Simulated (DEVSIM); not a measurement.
Device: Si n-p junction from an implanted or diffused profile, at 250 K.

```
layer (left to right)  material  thickness (μm)  Na (cm⁻³)  τn (s)  τp (s)
---------------------  --------  --------------  ---------  ------  ------
1                            Si            13.0     3.1e14  1.4e-6  1.4e-6
```

Added donor profile: 3.3e16 cm⁻³ × exp(−(x − 0 μm)²/(2·(0.041 μm)²)). Left contact: ohmic. Right contact: ohmic. Voltage is applied to the left contact. Recombination: SRH at mid-gap. Mobility is constant in doping.

The device is made up for the run: typed textbook-type constants, with dimensions and the other settings drawn at random. Values at 300 K; Nc and Nv go as T^1.5, mobilities as T to minus their exponent, the gap by Varshni's rule with the affinity fixed.

```tsv
parameter	Si
gap (eV)	1.124
affinity (eV)	4.05
permittivity	11.7
Nc (cm⁻³)	2.86e19
Nv (cm⁻³)	3.1e19
μn (cm²/Vs)	1417
μp (cm²/Vs)	470
T exponent of μn	2.3
T exponent of μp	2.2
Varshni α (eV/K)	0.000473
Varshni β (K)	636
```

DEVSIM, 1D drift-diffusion, Boltzmann statistics, complete ionisation; no tunnelling, impact ionisation, image-force lowering or self-heating.

### Question
Give the dark forward current.

### Answer

```csv
V (V),J (A/cm²)
-0.05,-1.5e-10
-0.10,-6.3e-10
-0.15,-2.4e-9
-0.20,-9.9e-9
-0.30,-3.5e-7
-0.35,-3.0e-6
-0.40,-2.8e-5
-0.45,-0.00028
-0.50,-0.0027
-0.55,-0.027
-0.60,-0.24
-0.70,-4.7
-0.75,-11
-0.80,-21
-0.85,-34
-0.90,-51
-0.95,-71
-1.05,-120
-1.10,-150
-1.15,-180
-1.20,-210
-1.25,-250
-1.30,-290
-1.35,-320
-1.45,-400
-1.50,-440
-1.55,-480
-1.60,-520
```
